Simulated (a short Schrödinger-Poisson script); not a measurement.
Structure: symmetric double-gate stack, HfO2 on p-type In0.53Ga0.47As, at 300 K.

| layer | material | thickness (nm) | Na (cm⁻³) |
|---|---|---|---|
| 1 | HfO2 | 13 | - |
| 2 | In0.53Ga0.47As | 20 | 1e16 |
| 3 | HfO2 | 13 | - |

The device is made up for the run: typed textbook-type constants, with dimensions and the other settings drawn at random. HfO2: permittivity 22, conduction-band edge (eV) 2.01, gap (eV) 5.7, electron mass (mₑ) 0.2. In0.53Ga0.47As: permittivity 13.9, conduction-band edge (eV) 0, gap (eV) 0.74, Nv at 300 K (cm⁻³) 7.7e18.

Channel valleys (confinement mass, in-plane density-of-states mass, number): Γ 0.041, 0.041, 1. At the gates, both at one voltage, the conduction-band edge of layer 1 lies 2.19 eV − eVg above the Fermi level of the channel. Gaps are held at their typed values at every temperature. Mesh 0.03 nm at interfaces.

Solved with a short Schrödinger-Poisson script written for these runs: 1D Poisson equation in equilibrium, electrons quantum, Hartree (BenDaniel-Duke, 12 states a valley, the channel's in-plane mass for all, wave functions ending at the dielectric), parabolic valleys, classical holes, full ionisation, no traps, pinning or gate leakage.

The same stack at other levels of the model or other numerical settings:

```
run                                                                  sheet density of all electrons at Vg = 1.6 V (cm⁻²)  sheet density of all electrons at Vg = 0.4 V (cm⁻²)  capacitance of both gates at Vg = 1.6 V (μF/cm²)  rough cost against the base
-------------------------------------------------------------------  ---------------------------------------------------  ---------------------------------------------------  ------------------------------------------------  ---------------------------
base                                                                                                             1.36e13                                              1.49e12                                              1.77                      about 1
electrons treated as classical, Boltzmann                                                                        2.29e13                                              2.57e12                                                 …                         0.06
electrons treated as classical, Fermi-Dirac                                                                      1.53e13                                                    …                                              1.91                          0.3
electrons treated as quantum, Hartree plus LDA exchange-correlation                                              1.38e13                                                    …                                              1.79                            2
mesh six times as coarse                                                                                         1.36e13                                              1.49e12                                              1.77                          0.3
```

Q: What belongs in the gaps?

A: 
- electrons treated as classical, Fermi-Dirac, sheet density of all electrons at Vg = 0.4 V (cm⁻²): 1.92e12
- electrons treated as classical, Boltzmann, capacitance of both gates at Vg = 1.6 V (μF/cm²): 2.87
- electrons treated as quantum, Hartree plus LDA exchange-correlation, sheet density of all electrons at Vg = 0.4 V (cm⁻²): 1.58e12

The classical rows ignore confinement, and Boltzmann statistics overrate the density once the band edge passes the Fermi level.

Above a few 1e12 electrons/cm² a light Γ valley is non-parabolic and upper valleys begin to fill, which the model leaves out.
